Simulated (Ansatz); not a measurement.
H interstitial in metastable alpha Ga2O3

Calculation: PBE, PAW (plane waves to 420 eV; Ansatz, an electronic-structure program). The supercell holds 120 host sites (2×2×1 repeats of the unit cell), with a 2×2×2 Γ-centred k-point sampling for the final energies. Site at the start: void with 2O nearest, no. 1. Energies of charged states are corrected for periodic images (point charge plus alignment at distant sites). Dielectric constants: PBE linear response of the host. Host gap at this level: 2.40 eV. A cell of this size leaves errors of a few tenths of an eV. Levels are measured in PBE's own, too narrow, gap. Spin–orbit coupling is left out. Each state is the lowest found from its start.

Formation energies E_f are given with the Fermi level at the valence-band maximum. Chemical conditions: O-rich (Δμ(H) = -1.25 eV, bounded by H2O molecule; only phases computed here count, gases as isolated molecules at 0 K). Reference phases: H: H2 molecule in a box.

The name describes the start; the neighbours show where the atoms ended.

Charges from +1 to −1 were run; one beyond them could lie lower near a band edge.

```tsv
charge	moment (μB)	point group	largest move off a lattice site (Å)	neighbours of the last H atom of the defect at the end (Å)	image correction with alignment (eV)	E_f, O-rich (eV)
+1	not spin-polarised	C1	0.23	O 1.00, O 1.76	0.12	-0.33
0*	quenched	C1	0.23	O 1.00, O 1.77	–	–
−1*	not spin-polarised	C1	0.23	O 1.00, O 1.77	–	–
```

* At this level the carrier isn't localised at the defect: at charge 0 electrons occupy the conduction band; at charge −1 electrons occupy the conduction band. Such a state is shallow or no state of the defect, and this cell gives it no level.

Point groups are those of the whole cell at tolerances of 0.03 and 0.1 Å ("near" where only the looser one holds); none is given for unsettled states.

Starting moments that weren't kept: charge 0 began with 1 μB and ended with 0.0.

No other site or start that was run ended lower by more than 0.1 eV.

Flagged in the runs: a host whose relaxation on this sampling wasn't shown to rest.
